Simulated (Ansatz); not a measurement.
Take SiC in the zinc blende structure (space group F-43m, No. 216; a = 4.357 Å) as the base.

Method: PBEsol, PAW, 420 eV (Ansatz, an electronic-structure program; without spin-orbit coupling).

Strains are applied to the cell and any free atomic positions relax.

One change was made to it. Results:

```json
[
 {"quantity": "energy relative to the base (free energy F)", "base": "0 meV/atom", "after": "+24 meV/atom"},
 {"quantity": "pressure", "base": "-0.01 GPa", "after": "-11.73 GPa"},
 {"quantity": "hole mass (degenerate bands, along [100])", "base": "0.37, 0.59, 0.59 mₑ (at Γ)", "after": "0.34, 0.58, 0.58 mₑ (at Γ)"},
 {"quantity": "electron mass", "base": "0.62 mₑ along k, 0.22 mₑ across (at X)", "after": "0.69 mₑ along k, 0.23 mₑ across (at X)"}
]
```

Question: Which change produced these results?
A) isotropic strain +1.50 %
B) isotropic strain +2.00 %
C) isotropic strain +3.00 %

Answer: B, isotropic strain +2.00 %. For comparison, the energy relative to the base in the other runs: isotropic strain +1.50 % gives +14 meV/atom; isotropic strain +3.00 % gives +53 meV/atom.

The levels and masses belong to the bands next to the band gap. Effective masses come from finite differences of ±0.01 Å⁻¹. Along k means along the line from Γ to the band edge. No phonon test of stability was made.
